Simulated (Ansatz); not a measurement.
## How the smallest direct gap on the k points sampled of LaZnNO (model structure, started from the LaZnOP type, P4/nmm, No. 129, 8 atoms in the cell) moves with the method

No measured value is used here.

```
level (code)         value (eV)
-------------------  ----------
LDA (Ansatz)               1.75
PBE+SOC (Ansatz)              ?
PBEsol+SOC (Ansatz)        1.73
r²SCAN+SOC (Ansatz)        2.19
HSE06 (Ansatz)             2.88
```

### Question
Some entries are withheld; supply them.

### Answer

- PBE+SOC (Ansatz, a first-principles code), value (eV): 1.79

Computed values are for a static lattice. Spin–orbit coupling is included only where a level's name says +SOC; with heavier elements it mostly lowers gaps and can invert bands.  Values are at the PBEsol cell. Cutoffs and k meshes differ between the levels. Ansatz's density-functional and Hartree–Fock values are scalar-relativistic unless marked +SOC, with PAW data made under PBE.

A model structure was made by putting elements into a prototype or built by hand; it is no filed structure, need not be a known phase, and can be a saddle point held by its symmetry.
